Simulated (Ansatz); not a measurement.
CsCl-type FeAl was calculated with Hartree–Fock in Ansatz (plane waves, PAW).

Numerical settings: plane-wave cutoff 460 eV, 10×10×10 k mesh, Fermi–Dirac smearing 0.05 eV, no spin polarisation, scalar-relativistic PAW data made under PBE.

Computed at the level's own relaxed cell.

Question: Give the computed volume per atom, bulk modulus and lattice parameter a.

Answer: 
volume per atom: 14.79 Å³/atom
bulk modulus: 77.0 GPa
lattice parameter a: 3.093 Å

Measured, for comparison: equilibrium volume per atom 12.32 Å³/atom, lattice constant a 2.910 Å (room temperature, no zero-point or thermal correction; as tabulated in Liu et al. (2023), doi:10.1107/s2414314623010659); bulk modulus 152 GPa (room temperature, no zero-point or thermal correction; as tabulated in Yamada et al. (2019), arXiv:1910.09660). Computed (rounded) less measured: equilibrium volume per atom +20.0 %, bulk modulus -49 %, lattice constant a +6.3 %.

Note: the cell is over a tenth larger than the published one (another phase or state, or a fault of the published cell, is possible); the run has no spin polarisation, so it can have missed a magnetic state.

Computed values are for the static lattice.

The result took around 60 core-minutes (rough).

Ansatz is an electronic-structure program.
